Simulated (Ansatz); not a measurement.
Consider N-vacancy pair (N on one host O site, one O site vacant) in alpha quartz, charge state +1. Computed with PBE, PAW (plane waves to 420 eV; Ansatz, a program for electronic structure).

Cell of 72 host sites held at the relaxed PBE lattice; the Γ point alone; Fermi-Dirac width 0.01 eV, spin-restricted; finite-size errors left in. Energies are static. The charge state is imposed; whether it is stable for some Fermi level was not computed. Forms of the defect that were not tried may lie lower. The start lies 0.71 eV above the lowest site run (PBE).

Barriers: single points on a 2×2×2 k-point mesh shifted by half a step along c at the bands' geometries.

The step: direct exchange of N with the vacancy (N-vacancy distance between ideal sites 2.65 Å throughout) (strongly reconstructed ends). Atoms about the jump, Cartesian Å from the middle of the jump, before and after:

```json
[
 {"atom": "N1", "x0": "-0.55", "y0": "0.31", "z0": "1.24", "x1": "0.55", "y1": "-0.31", "z1": "-1.24"},
 {"atom": "Si2", "x0": "0.42", "y0": "1.34", "z0": "0.51", "x1": "0.95", "y1": "1.04", "z1": "-0.51"},
 {"atom": "Si3", "x0": "-2.08", "y0": "0.57", "z0": "1.85", "x1": "-2.56", "y1": "0.76", "z1": "2.10"},
 {"atom": "Si4", "x0": "1.93", "y0": "-1.85", "z0": "-2.10", "x1": "1.54", "y1": "-1.51", "z1": "-1.85"},
 {"atom": "O5", "x0": "2.01", "y0": "1.22", "z0": "0.68", "x1": "1.95", "y1": "1.26", "z1": "0.74"},
 {"atom": "O6", "x0": "0.11", "y0": "2.31", "z0": "-0.74", "x1": "0.06", "y1": "2.36", "z1": "-0.68"},
 {"atom": "O7", "x0": "-3.15", "y0": "1.10", "z0": "0.71", "x1": "-3.16", "y1": "1.15", "z1": "0.70"},
 {"atom": "O8", "x0": "-2.06", "y0": "1.74", "z0": "3.03", "x1": "-1.78", "y1": "1.81", "z1": "2.93"},
 {"atom": "O9", "x0": "2.45", "y0": "-0.64", "z0": "-2.93", "x1": "2.54", "y1": "-0.91", "z1": "-3.03"},
 {"atom": "O10", "x0": "2.57", "y0": "-2.17", "z0": "-0.70", "x1": "2.53", "y1": "-2.17", "z1": "-0.71"}
]
```

Problem. Where do these atoms stand at the saddle point, and how high is it?

Solution. 
```json
[
 {"atom": "N1", "x": "-0.14", "y": "-0.24", "z": "0.01"},
 {"atom": "Si2", "x": "0.70", "y": "1.21", "z": "0.00"},
 {"atom": "Si3", "x": "-1.63", "y": "0.28", "z": "1.34"},
 {"atom": "Si4", "x": "1.07", "y": "-1.28", "z": "-1.34"},
 {"atom": "O5", "x": "2.12", "y": "1.34", "z": "0.69"},
 {"atom": "O6", "x": "0.10", "y": "2.50", "z": "-0.70"},
 {"atom": "O7", "x": "-2.89", "y": "0.77", "z": "0.44"},
 {"atom": "O8", "x": "-1.03", "y": "1.64", "z": "2.11"},
 {"atom": "O9", "x": "1.93", "y": "-0.07", "z": "-2.11"},
 {"atom": "O10", "x": "2.11", "y": "-2.12", "z": "-0.44"}
]
```
It lies 2.00 eV above the start and 2.00 eV above the end. The saddle point's order was not checked, and it lies on a symmetry element of the cell, where a band can be held.
